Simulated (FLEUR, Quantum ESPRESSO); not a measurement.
A Quantum ESPRESSO input for a self-consistent single point of SrTiO3 (Pm-3m, 5 atoms in the cell) (DFT, PBE, plane waves, PseudoDojo standard norm-conserving (PBE) pseudopotentials):

```fortran
&CONTROL
   calculation = 'scf',
   prefix = 'run',
   outdir = './tmp',
   pseudo_dir = './',
   tprnfor = .true.,
   tstress = .true.,
/
&SYSTEM
   ibrav = 1,
   celldm(1) = 7.5380381426,
   nat = 5,
   ntyp = 3,
   ecutwfc = 85,
   occupations = 'smearing',
   smearing = 'fermi-dirac',
   degauss = 0.00147,
/
&ELECTRONS
   conv_thr = 1.0d-9,
/
ATOMIC_SPECIES
Sr    87.6200  Sr.upf
Ti    47.8670  Ti.upf
O     15.9990  O.upf
ATOMIC_POSITIONS {angstrom}
Sr    0.0000000000    0.0000000000    0.0000000000
Ti    1.9944790000    1.9944790000    1.9944790000
O     1.9944790000    0.0000000000    1.9944790000
O     0.0000000000    1.9944790000    1.9944790000
O     1.9944790000    1.9944790000    0.0000000000
K_POINTS {automatic}
6 6 6  0 0 0
```

### Question
Translate this input to FLEUR.

### Answer
One input that does it (others would too):

Input of the input generator:

```
scf SrTiO3
&input film=f /
3.9889580000 0.0000000000 0.0000000000
0.0000000000 3.9889580000 0.0000000000
0.0000000000 0.0000000000 3.9889580000
1.8897261246
1.0 1.0 1.0

5
38 0.0000000000 0.0000000000 0.0000000000
22 0.5000000000 0.5000000000 0.5000000000
8 0.5000000000 0.0000000000 0.5000000000
8 0.0000000000 0.5000000000 0.5000000000
8 0.5000000000 0.5000000000 0.0000000000

&comp jspins=1 /
&kpt div1=6 div2=6 div3=6 gamma=t /
&end /
```

```xml
<?xml version="1.0" encoding="UTF-8" standalone="no"?>
<fleurInput fleurInputVersion="0.39">
   <comment>
      scf SrTiO3                                                                                          
   </comment>
   <calculationSetup>
      <cutoffs Kmax="4.8" Gmax="19.2" GmaxXC="19.2" numbands="0"/>
      <scfLoop itmax="60" minDistance="0.00001" maxIterBroyd="99" imix="Anderson" alpha="0.05" precondParam="0.0" spinf="2.0"/>
      <coreElectrons ctail="T" frcor="F" kcrel="0" coretail_lmax="0"/>
      <xcFunctional name="pbe" relativisticCorrections="F"/>
      <magnetism jspins="1"/>
      <soc l_soc="F" theta="0.0" phi="0.0" spav="F"/>
      <expertModes spex="0" secvar="F"/>
      <geometryOptimization l_f="T" forcealpha="1.0" forcemix="BFGS" epsdisp="0.00001" epsforce="0.00001"/>
      <ldaU l_linMix="F" mixParam="0.05" spinf="1.0"/>
   </calculationSetup>
   <cell>
      <bzIntegration valenceElectrons="40.0" mode="hist" fermiSmearingEnergy="0.00073499">
         <kPointListSelection listName="default-1"/>
         <!-- k-points included here -->
         <xi:include xmlns:xi="http://www.w3.org/2001/XInclude" href="kpts.xml"> </xi:include>
      </bzIntegration>
      <!-- symmetry operations included here -->
      <xi:include xmlns:xi="http://www.w3.org/2001/XInclude" href="sym.xml"> </xi:include>
      <bulkLattice scale="1.0">
         <bravaisMatrix>
            <row-1>    7.5380381425321659     0.0000000000000000     0.0000000000000000</row-1>
            <row-2>    0.0000000000000000     7.5380381425321659     0.0000000000000000</row-2>
            <row-3>    0.0000000000000000     0.0000000000000000     7.5380381425321659</row-3>
         </bravaisMatrix>
      </bulkLattice>
   </cell>
   <atomSpecies>
      <species name="Strontium (Sr)" element="Sr" atomicNumber="38">
         <mtSphere radius="2.63" gridPoints="925" logIncrement="0.014"/>
         <atomicCutoffs lmax="10" lnonsphr="8"/>
         <electronConfig flipSpins="F">
            <coreConfig>(1s1/2) (2s1/2) (2p1/2) (2p3/2) (3s1/2) (3p1/2) (3p3/2) (3d3/2) (3d5/2)</coreConfig>
            <valenceConfig>(4s1/2) (4p1/2) (4p3/2) (5s1/2)</valenceConfig>
         </electronConfig>
         <energyParameters s="5" p="5" d="4" f="4"/>
         <lo type="SCLO" l="0" n="4" eDeriv="0"/>
         <lo type="SCLO" l="1" n="4" eDeriv="0"/>
      </species>
      <species name="Titanium (Ti)" element="Ti" atomicNumber="22">
         <mtSphere radius="2.20" gridPoints="777" logIncrement="0.015"/>
         <atomicCutoffs lmax="8" lnonsphr="6"/>
         <electronConfig flipSpins="F">
            <coreConfig>(1s1/2) (2s1/2) (2p1/2) (2p3/2)</coreConfig>
            <valenceConfig>(3s1/2) (3p1/2) (3p3/2) (4s1/2) (3d3/2) (3d5/2)</valenceConfig>
            <stateOccupation state="(3d3/2)" spinUp="0.4" spinDown="0.4"/>
            <stateOccupation state="(3d5/2)" spinUp="0.6" spinDown="0.6"/>
         </electronConfig>
         <energyParameters s="4" p="4" d="3" f="4"/>
         <lo type="SCLO" l="0" n="3" eDeriv="0"/>
         <lo type="SCLO" l="1" n="3" eDeriv="0"/>
      </species>
      <species name="Oxygen (O)" element="O" atomicNumber="8">
         <mtSphere radius="1.25" gridPoints="441" logIncrement="0.024"/>
         <atomicCutoffs lmax="6" lnonsphr="4"/>
         <electronConfig flipSpins="F">
            <coreConfig>(1s1/2)</coreConfig>
            <valenceConfig>(2s1/2) (2p1/2) (2p3/2)</valenceConfig>
            <stateOccupation state="(2p1/2)" spinUp="0.6666666666667" spinDown="0.6666666666667"/>
            <stateOccupation state="(2p3/2)" spinUp="1.3333333333333" spinDown="1.3333333333333"/>
         </electronConfig>
         <energyParameters s="2" p="2" d="3" f="4"/>
      </species>
   </atomSpecies>
   <atomGroups>
      <atomGroup species="Strontium (Sr)">
         <relPos label="                   1">.0000000000 .0000000000 .0000000000</relPos>
         <force calculate="T" relaxXYZ="TTT"/>
      </atomGroup>
      <atomGroup species="Titanium (Ti)">
         <relPos label="                   2">1.000/2.000 1.000/2.000 1.000/2.000</relPos>
         <force calculate="T" relaxXYZ="TTT"/>
      </atomGroup>
      <atomGroup species="Oxygen (O)">
         <relPos label="                   3">1.000/2.000 .0000000000 1.000/2.000</relPos>
         <relPos label="                   4">.0000000000 1.000/2.000 1.000/2.000</relPos>
         <relPos label="                   5">1.000/2.000 1.000/2.000 .0000000000</relPos>
         <force calculate="T" relaxXYZ="TTT"/>
      </atomGroup>
   </atomGroups>
   <output dos="F" band="F" slice="F">
      <checks vchk="F" cdinf="F"/>
      <bandDOS minEnergy="-.5*Htr" maxEnergy="0.5*Htr" sigma="0.015" storeEVData="T"/>
      <vacuumDOS vacdos="F" integ="F" star="F" nstars="0" locx1="0.0" locy1="0.0" locx2="0.0" locy2="0.0" nstm="0" tworkf="0.0"/>
      <unfoldingBand unfoldBand="F" supercellX="1" supercellY="1" supercellZ="1"/>
      <plotting iplot="0" polar="F">
         <plot TwoD="T" vec1="  1.0  0.0  0.0" vec2="  0.0  1.0  0.0" vec3="  0.0  0.0  1.0" zero="  0.0  0.0  0.0" file="plot"/>
      </plotting>
      <chargeDensitySlicing numkpt="0" minEigenval="0.0" maxEigenval="0.0" nnne="0" pallst="F"/>
      <specialOutput eonly="F"/>
      <magneticCircularDichroism mcd="F" energyLo="-10.0" energyUp="0.0"/>
   </output>
  <!-- We include the file relax.xml here to enable relaxations (see documentation) -->
  <xi:include xmlns:xi="http://www.w3.org/2001/XInclude" href="relax.xml"> <xi:fallback/> </xi:include>
</fleurInput>
```

Basis settings and potentials, where a program has them, do not carry over. This input uses DFT, PBE, all-electron FLAPW (FLEUR), scalar-relativistic valence. Both were run: gap on the mesh 1.781 eV in Quantum ESPRESSO and 1.770 in FLEUR.

On FLEUR: the starting cell has typed, rounded lattice constants, without a prior relaxation at this level. Its lattice was rescaled by a random factor within 2.5 % of one. Values depend on the basis (sphere radii, cutoffs, local orbitals), which need not be converged.

On Quantum ESPRESSO: the starting cell has typed, rounded lattice constants, without a prior relaxation at this level. Its lattice was rescaled by a random factor within 2.5 % of one. With a pressure of about -7 GPa the cell is away from its equilibrium volume at this level.
